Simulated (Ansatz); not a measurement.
System: B20 (FeSi-type) MnGe. Method: r²SCAN+rVV10 (plane waves, PAW; Ansatz, an electronic-structure program).

Settings: plane-wave cutoff 560 eV, 12×12×12 k mesh, Fermi–Dirac smearing 0.05 eV, spin-polarised start, scalar-relativistic PAW data made under PBE.

The cell is scaled about its equilibrium volume:

```tsv
V (Å³/atom)	P (GPa)	moment (μB per cell of 8 atoms)
13.053	4.25	9.16
13.325	1.95	9.48
13.597	0.02	9.80
13.869	-1.69	10.10
14.140	-3.08	10.41
```

Note: the magnetic order was assumed, not searched for or taken from measurement; the relaxation could not lower the start's symmetry, so the cell can be a saddle point above a distorted one.
